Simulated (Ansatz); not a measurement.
## TiTe2 (model structure, started from the CdCl2 type, R-3m, No. 166, 3 atoms in the cell): properties by level of theory

```
level (code)         lattice parameter a (Å)  c axis length (Å)  formation enthalpy (eV/atom)
-------------------  -----------------------  -----------------  ----------------------------
PBE (Ansatz)                           3.754             22.185                        -0.698
PBEsol (Ansatz)                            ?                  ?                        -0.700
PBE-D3(BJ) (Ansatz)                    3.672             20.147                             ?
```

Q: What belongs in the gaps?

A: 
- PBEsol (Ansatz, a quantum-chemistry and plane-wave program), lattice parameter a (Å): 3.667
- PBEsol (Ansatz), c axis length (Å): 20.564
- PBE-D3(BJ) (Ansatz), formation enthalpy (eV/atom): -0.676

Ansatz's density-functional and Hartree–Fock values are scalar-relativistic unless marked +SOC, with PAW data made under PBE.

The computed numbers hold no vibrational or temperature effects.

A model structure was made by putting elements into a prototype or built by hand; it is no filed structure, need not be a known phase, and can be a saddle point held by its symmetry.
